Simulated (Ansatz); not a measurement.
Cost and result by functional for the surface energy of the (11-22) surface of hcp Y in its 1x1 cell, outermost plane spacing 1.54 Å in the ideal cut, in Ansatz (plane waves, PAW). Single points on the PBE structure, on one kind of machine; costs are rough ratios of the slab run's core time (references not counted) to the cheapest single point. r2SCAN's cost holds its higher cutoff (500 against 420 eV). Differences are taken against r2SCAN for comparison alone: no measured value is at hand, so the table doesn't rank accuracy.

Set-up: 16 atoms, 10.8 Å thick at the start; mesh 6x6x1; 0.1 eV smearing; dipole correction on; all atoms relaxed; held to the start's symmetry, so lower structures may exist; no spin, no spin-orbit, no U. These notes are the PBE run's.

```
functional                     relative cost  surface energy (J/m²)  less r2SCAN (J/m²)
-----------------------------  -------------  ---------------------  ------------------
LDA                                        1                   1.20                0.04
PBEsol                                     1                   1.17                0.01
RPBE                                       1                   1.01               -0.15
r2SCAN                                     2                   1.16                0.00
PBE (the relaxed run's value)              –                   1.08               -0.08
```

The values span 0.19 J/m², while the single points' costs differ by a factor of roughly 2. Differences are of unrounded values.

Ansatz is a quantum-chemistry and plane-wave program.
